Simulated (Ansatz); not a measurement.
Worked example: self-consistent single point of Mg₅Sc (Amm2, 6 atoms in the cell) in Ansatz (a quantum-chemistry and plane-wave program).

Computed with PBEsol, default PAW files made with PBE (plane waves; Ansatz).

```
CELL_PARAMETERS angstrom
      5.16169     0.00000     0.00000
      0.00000     1.64192     8.12663
      0.00000    -1.64192     8.12663
ATOMIC_POSITIONS crystal
  Mg 0.00000 0.00553 0.00553
  Mg 0.00000 0.67124 0.67124
  Mg 0.00000 0.33492 0.33492
  Mg 0.50000 0.55258 0.55258
  Mg 0.50000 0.88644 0.88644
  Sc 0.50000 0.21596 0.21596
```

Reference input (self-consistent single point, DFT, PBEsol, plane waves, default PAW files made with PBE): kpoints.mp_grid.grid = 5 8 8; hamiltonian.xc = pbesol; hamiltonian.pseudopotentials = {kind: paw} (the program's default PAW files); scf.occupations.method = cold; scf.occupations.width = 0.02 Ry. This run's input differs from it in these lines:

Ansatz 0.2 input:
```diff
@@ -14,3 +14,3 @@
 kpoints:
-  mp_grid: { grid: [5, 8, 8] }
+  mp_grid: { grid: [7, 11, 11] }
 hamiltonian:
```

Output (repeated stretches shortened):

```
SCF iter   1: F=—  HF=-11671.599208 eV  |F-HF|=—  |Δ(HF+E_count)|=         —  Δρ=3.50e-3  dr2=2.75e-2  ethr=1.77e-3  ⟨swp⟩=5.7  Hψ=18844  notcnv=0
all-band conjugate gradients solve this SCF's bands
preconditioner: auto → Kerker (q_TF=auto, 2.382 Å⁻¹)
SCF iter   2: F=—  HF=-11671.592621 eV  |F-HF|=—  |Δ(HF+E_count)|=   6.59e-3  S|Δr|=    0.00e0  Δρ=1.80e-3  dr2=1.15e-2  ethr=4.51e-5  ⟨swp⟩=1.8  Hψ=7347  notcnv=0
   [... lines left out ...]
SCF iter   5: F=—  HF=-11671.589863 eV  |F-HF|=—  |Δ(HF+E_count)|=   2.66e-5  S|Δr|=    0.00e0  Δρ=3.03e-5  dr2=2.64e-6  ethr=4.82e-8  ⟨swp⟩=2.0  Hψ=6785  notcnv=0
SCF iter   6: F=—  HF=-11671.589862 eV  |F-HF|=—  |Δ(HF+E_count)|=   6.64e-7  S|Δr|=    0.00e0  Δρ=6.95e-6  dr2=1.50e-7  ethr=4.32e-9  ⟨swp⟩=2.0  Hψ=6308  notcnv=0
SCF iter   7: F=-11671.589862 eV  HF=-11671.589862 eV  |F-HF|=3.75e-9  |Δ(HF+E_count)|=   3.83e-8  S|Δr|=    0.00e0  Δρ=1.79e-6  dr2=6.65e-9  ethr=1.64e-10  ⟨swp⟩=5.8  Hψ=19291  notcnv=0
SCF 1 converged in 7 iterations: F = -11671.589862 eV  dr2 = 6.65e-9
Stability not checked (fill_not_monotonic)
Free energy (F): -11671.589862 eV
Internal energy: -11671.587975 eV  (E = F + TS)
E sigma→0 (E₀):  -11671.589233 eV
Entropy (-TS):   -0.001887 eV (-0.315 meV/atom)
Fermi energy:    6.278376 eV
--- Forces (eV/Å), atoms counted from 1 ---
  atom   1  Mg     0.00000000     0.00000000     0.01933635
  atom   2  Mg     0.00000000     0.00000000     0.01789919
  atom   3  Mg     0.00000000     0.00000000    -0.01920714
  atom   4  Mg     0.00000000     0.00000000     0.03860048
  atom   5  Mg     0.00000000     0.00000000    -0.09033758
  atom   6  Sc     0.00000000     0.00000000     0.03371239
--- Stress (GPa, compression-positive) ---
       -0.281752       0.000000       0.000000
        0.000000      -0.468728       0.000000
        0.000000       0.000000      -0.308118
  P = ⅓ Tr σ = -0.3529 GPa (-3.529 kbar)
  The stress holds the Pulay correction. Without it, at fixed plane waves, as pw.x and ABINIT print it: P = -0.3569 GPa
```

The run converged in 7 iterations. Against the reference run the free energy rises by 3.1 meV/atom, the pressure hardly changes (-0.36 to -0.35 GPa) and the largest force goes from 0.081 to 0.090 eV/Å.

The starting cell comes from a database of computed structures (which also holds hypothetical and non-ambient phases and stackings), without a prior relaxation at this level. Ansatz's pressure includes its estimate of the finite-basis (Pulay) stress.

Cost on one core of a shared machine: roughly 50 s.
